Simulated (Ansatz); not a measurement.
Cohesive energy of Pd (model structure, started from the simple cubic type, Pm-3m, No. 221, 1 atoms in the cell) at several levels of theory

No measured value is used here.

```
level (code)     value (eV/atom)  cell (Å³/atom)
---------------  ---------------  --------------
LDA (Ansatz)                 [?]           16.36
PBE (Ansatz)                3.20           17.86
PBEsol (Ansatz)             3.84           16.89
r²SCAN (Ansatz)             3.60           17.33
```

### Question
What belongs in the gaps?

### Answer

- LDA (Ansatz, a first-principles code), value (eV/atom): 4.45

Each level is taken at its own relaxed cell. Cutoffs differ between the levels. Ansatz's density-functional and Hartree–Fock values are scalar-relativistic unless marked +SOC, with PAW data made under PBE.

A model structure was made by putting elements into a prototype or built by hand; it is no filed structure, need not be a known phase, and can be a saddle point held by its symmetry.
